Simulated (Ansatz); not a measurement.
Base system: Y in the hcp (Mg type) structure (space group P6_3/mmc, No. 194; a = 3.599 Å, c = 5.587 Å).

Method: PBEsol in Ansatz (plane waves to 420 eV, PAW, spin-orbit coupling left out).

One change was made to it. Results:

The c/a ratio rises by 0.095, from 1.552 to 1.647; the lattice parameter a rises by 1.352 Å, from 3.599 Å to 4.951 Å; the band gap stays zero.

### Question
What was done to the base?
(A) Y → Tl
(B) Y → Nb
(C) Y → Rb

### Answer
C, Y → Rb. For comparison, the lattice parameter a in the other runs: Y → Nb gives 2.833 Å; Y → Tl gives 3.458 Å.

Stability against distortions was not tested. For Rb and Nb in this form, whether it has been made was not checked. All final runs are without spin polarisation. This is not the structure that Rb has at room temperature and ambient pressure. This is not the structure that Nb has at room temperature and ambient pressure.

Ansatz is a quantum-chemistry and plane-wave program.
